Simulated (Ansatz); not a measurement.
```
C
1.0
    0.00000     1.74808     1.74808
    1.74808     0.00000     1.74808
    1.74808     1.74808     0.00000
C
2
Direct
  0.00000   0.00000   0.00000
  0.25000   0.25000   0.25000
```

The pressure is 15 GPa. The structure is held there; whether it is the stable one at that pressure was not tested.

Problem. By how much do the lattice constants and the volume change from 300 K to 950 K (quasi-harmonic approximation, LDA in Ansatz, a quantum-chemistry and plane-wave program), and how far does the bulk modulus soften?

Solution. a by 0.17 %, the volume by 0.51 %; B_T goes from 509 to 498 GPa. No phase change or melting is allowed for: the numbers belong to this structure as given.
